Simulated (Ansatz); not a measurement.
The starting structures come from a database of crystals and need not be the phases stable at ambient conditions.

Tunnelling through a barrier is set by its complex band structure: the current falls as exp(−2κd) with the smallest κ.

Data:

```xyz
14
Lattice="6.0441 0.0000 0.0000 0.0000 6.2228 0.0000 3.0220 3.1114 4.3023" Properties=species:S:1:pos:R:3 pbc="T T T"
Mg     3.0220     7.7784     3.1132
Mg     6.0441     1.5557     1.1891
Mg     1.5110     4.6671     2.1511
Mg     4.5331     4.6671     2.1511
Sn     3.0220     0.0000     0.0000
Sn     3.0220     3.1114     0.0000
O      7.4569     4.6671     4.2727
O      1.6092     4.6671     0.0296
O      4.6313     4.6671     4.2727
O      4.4349     4.6671     0.0296
O      6.0441     3.2257     2.2722
O      3.0220     6.1084     2.0301
O      6.0441     6.1084     2.2722
O      3.0220     3.2257     2.0301
```

Space group of this cell: Imma. The cell is taken as given; by PBEsol its mean pressure is 0.8 GPa.

Transport runs along the normal of the first two printed cell vectors.

The gap is the functional's own, uncorrected, and κ follows it; spin-orbit coupling is left out. Mid-gap values are interpolated between the computed energies.

Q: State the band gap and the smallest decay constant κ at mid-gap according to PBEsol (Ansatz, a first-principles code).

A: Gap 2.72 eV on a 8×8×8 mesh; κ = 0.257 1/Å, at the zone centre.
